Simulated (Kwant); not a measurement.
Model system: Ge/Si0.2Ge0.8 stack with 3 barriers. One parabolic valley. Leads of mass 0.12 mₑ with the band edge at 0; grid 0.1 nm; bias 0 V, dropping linearly over the stack.

```csv
layer,thickness (nm),band offset (eV),mass (mₑ)
1,1.9,0.12,0.14
2,3.6,0,0.12
3,1.9,0.12,0.14
4,3.6,0,0.12
5,1.9,0.12,0.14
```

The device is made up for the run: typed textbook-type constants, with dimensions and the other settings drawn at random.

Computed with Kwant: one-band effective-mass tight-binding model in one dimension, coherent, no space charge.

Sweep values stay those of the base run.

The height of the first barrier was swept, all else fixed.

```
height of the first barrier (eV)  mean transmission over the sweep  transmission at E = 135.0 meV  transmission at E = 44.89 meV  transmission at E = 180.0 meV
--------------------------------  --------------------------------  -----------------------------  -----------------------------  -----------------------------
0.072                                                         0.33                           0.16                           0.78                           0.46
0.096                                                         0.30                           0.13                           0.94                           0.40
0.12                                                          0.27                           0.11                           0.96                           0.34
0.14                                                          0.24                          0.090                           0.83                           0.28
```

From the first row to the last the mean transmission over the sweep goes from 0.33 to 0.24. From the first row to the last the transmission at E = 135.0 meV goes from 0.16 to 0.090.
